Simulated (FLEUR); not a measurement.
A self-consistent single point of Be2C (Fm-3m, 3 atoms in the cell) with FLEUR.

Method: PBE, all-electron FLAPW (FLEUR), scalar-relativistic valence.

```yaml
crystal:
  lattice:
    - [0.00000, 2.17000, 2.17000]
    - [2.17000, 0.00000, 2.17000]
    - [2.17000, 2.17000, 0.00000]
  atoms:
    - { symbol: Be, position: [0.25000, 0.25000, 0.25000] }
    - { symbol: Be, position: [0.75000, 0.75000, 0.75000] }
    - { symbol: C, position: [0.00000, 0.00000, 0.00000] }
```

Reference input (self-consistent single point, DFT, PBE, all-electron FLAPW (FLEUR), scalar-relativistic valence): Kmax = 3.6 1/bohr; GmaxXC = 12.6 1/bohr; xcFunctional = pbe; jspins = 1; l_soc = F; mode = hist; fermiSmearingEnergy = 0.00183747 Htr; mesh (inpgen div1-3) = 7 7 7; inpgen gamma flag = false; Gmax = 12.6 1/bohr; numbands = 0; maxIterBroyd = 40. This run's input differs from it in these lines:

```diff
@@ -15,3 +15,3 @@
 &comp jspins=1 /
-&kpt div1=7 div2=7 div3=7 /
+&kpt div1=5 div2=5 div3=5 /
 &end /
```

Output, abridged:

```
 Iteration:     1   Distance:      18.98291763 me/bohr^3
 Iteration:     2   Distance:      17.12545223 me/bohr^3
 Iteration:     3   Distance:       7.05315139 me/bohr^3
 Iteration:     4   Distance:       3.60457785 me/bohr^3
 Iteration:     5   Distance:       0.46323997 me/bohr^3
   [... 3 lines left out ...]
 Iteration:     9   Distance:       0.00418789 me/bohr^3
 Iteration:    10   Distance:       0.00217802 me/bohr^3
 Iteration:    11   Distance:       0.00033568 me/bohr^3
 Iteration:    12   Distance:       0.00000744 me/bohr^3
 Run finished successfully
 Stop message:
   Structural relaxation: Done

[file out, last iteration]
             iter=     13
[...]
          total density-effective poten   -9.8845743391E+01
          total charge density-energy d   -1.1293825265E+01
 Updated energy parameters for spin:           1
[...]
 fermi energy and band-weighting factors:

[...]
FERMIE:
          first approx. to ef    (T=0)  :   0.317150 htr   (energy of the highest occ. eigenvalue)
          number of occ. states  (T=0)  :         40
          first approx. to seigv (T=0)  :   0.655500 htr
          sum of weights of occ. states :   4.000000
          sum of semicore charge        :   0.000000 e
FERHIS:  Fermi-Energy by histogram:
          bandgap                     :   0.060218 htr
   [... lines left out ...]
          charge neutrality (T=0)     :   0.000000    (zero if the highest occ. eigenvalue is "entirely" occupied)
 Direct bandgap for spin            1 :   0.15215031810623486       Htr
 ---->    free energy=                       -67.6641956894 htr
   [... lines left out ...]
      extrapolation for T->0
 ---->    total electron energy=             -67.6641956894 htr
 ***** TOTAL FORCES ON ATOMS *****
 TOTAL FORCE FOR ATOM TYPE=  1  X=  2.050   Y=  2.050   Z=  2.050
                       FX_TOT= 0.000000 FY_TOT= 0.000000 FZ_TOT= 0.000000
 TOTAL FORCE FOR ATOM TYPE=  2  X=  0.000   Y=  0.000   Z=  0.000
                       FX_TOT= 0.000000 FY_TOT= 0.000000 FZ_TOT= 0.000000
 Structural relaxation: Done
```

The run converged in 12 iterations. FLEUR gives forces in its relaxation mode, with a further iteration, so its stop message speaks of a relaxation. Against the reference run the free energy goes up by 5.8 meV/atom and the gap on the mesh goes from 1.417 to 1.639 eV.

The starting cell has typed, rounded lattice constants, without a prior relaxation at this level. Values depend on the basis (sphere radii, cutoffs, local orbitals), which need not be converged. Another mesh or the band path of this cell gives a smaller gap, so this value is not converged in the mesh.
